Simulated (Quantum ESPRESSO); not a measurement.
Quantum ESPRESSO is run on a (001) slab of PtSb2 (cut from a parent of space group no. 205; 12 atoms in the cell), and the run fails. The aim is a self-consistent single point with DFT, PBEsol, plane waves, GBRV 1.5 ultrasoft (PBESOL) pseudopotentials.

Cell that was meant: a = 6.4999 Å, b = 6.4999 Å, c = 18.8300 Å, α = 90.00°, β = 90.00°, γ = 90.00°.

Part of the input:

```fortran
Pt    0.0000000000    0.0000000000    0.5855020000
Pt    0.5000000000    0.5000000000    0.5855020000
K_POINTS {automatic}
2 2 1
CELL_PARAMETERS {angstrom}
   6.4998920000     0.0000000000     0.0000000000
   0.0000000000     6.4998920000     0.0000000000
```

Output, abridged:

```
     This program is part of the open-source Quantum ESPRESSO suite
     for quantum simulation of materials; please cite

 %%%%%%%%%%%%%%%%%%%%%%%%%%%%%%%%%%%%%%%%%%%%%%%%%%%%%%%%%%%%%%%%%%%%%%%%%%%%%%
     Error in routine card_kpoints (1):
      end of file while reading automatic k points
 %%%%%%%%%%%%%%%%%%%%%%%%%%%%%%%%%%%%%%%%%%%%%%%%%%%%%%%%%%%%%%%%%%%%%%%%%%%%%%

     stopping ...
```

Q: Read the log: what does the program object to, and what is the fix?

A: The fault is an automatic mesh without its three shifts. The card takes six integers. To fix it, add the shifts. The program stopped before any SCF iteration.

An input that runs soundly differs in these lines (not the only fix; some lines may just follow from the change or write a value another way):
```diff
-2 2 1
+2 2 1  0 0 0
```

With that input, the run converged in 24 iterations: free energy E − TS -31551.9568 eV; top of the valence band (on the code's own zero) 1.54 eV; gap on the k-point mesh 0.14 eV; pressure averaged over the cell with its vacuum -1.33 GPa; largest force (vector length) 1.041 eV/Å (DFT, PBEsol, plane waves, GBRV 1.5 ultrasoft (PBESOL) pseudopotentials).

On the sound input: the starting cell has typed, rounded lattice constants, without a prior relaxation at this level. The slab is cut from that crystal, and its faces are unrelaxed. Its lattice was rescaled in the plane by a random factor within 2.5 % of one. Spin-orbit coupling is off. Spin polarisation is off. Forces in this geometry exceed 1 eV/Å.
